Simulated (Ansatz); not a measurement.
WC under a change: tensor shear ε_xz = +2.00 %

The reference is WC (space group P-6m2, No. 187; a = 2.884 Å, c = 2.812 Å; relaxed with 0.1 eV smearing). Axes: x lies along a and z along c of the hexagonal cell.

Modification: a pure shear with ε_xz = ε_zx = 0.0200; the atoms relax in the strained cell.

Calculations: LDA (Ansatz, a program for electronic structure), scalar-relativistic without spin-orbit coupling. Settings: 23×23×20 k-points, 0.1 eV Fermi–Dirac smearing.

```csv
quantity,base,changed,shift
volume per atom,10.13 Å³,10.12 Å³,-0.004 Å³
space group,P-6m2 (No. 187),C2 (No. 5),–
shortest interatomic distance,2.179 Å,2.143 Å,-0.036 Å
energy relative to the base (free energy F),0 meV/atom,+17 meV/atom,+17 meV/atom
band gap,zero,zero,–
"stress (xx, yy, zz, yz, xz, xy; compression positive)",–,"(0.8, 0.5, 0.8, 0.0, -13.1, 0.0) GPa",–
```

Whether these cells are dynamically stable was not tested. All final runs are without spin polarisation.
